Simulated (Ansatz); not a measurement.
Results of HSE06+SOC (Ansatz, an electronic-structure program, plane waves, PAW) for BaAlHO2 (model structure, started from the SrVO2H type, P4/mmm, No. 123, 5 atoms in the cell).

Input file:

Ansatz 0.2 input:
```yaml
crystal:
  lattice:
    - [3.8166060105, 0.0, 0.0]
    - [0.0, 3.8166060105, 0.0]
    - [0.0, 0.0, 3.9573238592]
  atoms:
    - { symbol: Ba, position: [0.5, 0.5, 0.5] }
    - { symbol: Al, position: [0.0, 0.0, 0.0] }
    - { symbol: O, position: [0.5, 0.0, 0.0] }
    - { symbol: O, position: [0.0, 0.5, 0.0] }
    - { symbol: H, position: [0.0, 0.0, 0.5] }
basis:
  ecutwfc: 460
  ecutrho_ratio: 4
  xc_grid: 2
kpoints:
  mp_grid: { grid: [6, 6, 6] }
hamiltonian:
  xc: hse06
  dispersion: none
  pseudopotentials: { kind: paw }
scf:
  occupations: { method: fermi_dirac, width: 0.01 }
  convergence: { dr2_threshold: 0.0000000005 }
output:
  forces: true
  stress: true
  eigenvalues: true
magnetization:
  noncollinear: true
  spin_orbit: true
```

Q: How many irreducible k-points, plane waves at Γ does the program set up, and what pressure does the run end with?

A: 40 irreducible k-points, 1301 plane waves at Γ; P = 0.99 GPa, so the cell is compressed on average and its volume would grow at this level.

Excerpt of the program's output:

```
WARN output.stress: scf.exx.energy_threshold = 1e-6 eV is looser than the 5e-8 eV advised for a stress under a hybrid functional (1e-8 eV for each atom of the …
Crystal: 5 atoms, lattice volume = 57.644 Å³
Basis set: ecut = 460 eV, 1301 PW (Γ), exchange–correlation on 54×54×60 points (8 copies of the dense FFT grid, shifted against one another)
Bands: 36, of which v1, the nominal top of the filled ones, is band 26 counted from 1 (25 counted from 0)
Symmetry: 16 space group operations + 16 with time reversal
k-points: 40 of 216
Initial density: superposition of atomic densities (chi_scale 0.1, normalization cell, long waves kept (reshape's long-wave potential 0.00 eV rms))
Crystal: 5 atoms, lattice volume = 57.644 Å³
Initial density: handed on by an earlier stage of this run
Crystal: 5 atoms, lattice volume = 57.644 Å³
SCF 3 converged in 6 iterations: F = -7646.825844 eV  dr2 = 4.17e-11
Free energy (F): -7646.825844 eV
Internal energy: -7646.825844 eV  (E = F + TS)
E sigma→0 (E₀):  -7646.825844 eV
Fermi energy:    10.666580 eV
--- Forces (eV/Å), atoms counted from 1 ---
  atom   1  Ba     0.00000000    -0.00000000     0.00000000
  atom   2  Al     0.00000000    -0.00000000     0.00000000
  atom   3  O      0.00000000     0.00000000     0.00000000
  atom   4  O     -0.00000000     0.00000000     0.00000000
  atom   5  H     -0.00000000    -0.00000000     0.00000000
--- Stress (GPa, compression-positive) ---
        0.575439       0.000000       0.000000
        0.000000       0.575439       0.000000
        0.000000       0.000000       1.820742
  P = ⅓ Tr σ = 0.9905 GPa (9.905 kbar)
```

The PAW data were made under PBE.

Note: the relaxation could raise the start's symmetry but not lower it, so the cell can be a saddle point. Note: cell and atoms aren't relaxed at this level (pressure 1.0 GPa).

Cost on a shared machine: about 10 core-minutes (a rough figure).

A model structure was made by putting elements into a prototype or built by hand; it is no filed structure, need not be a known phase, and can be a saddle point held by its symmetry.
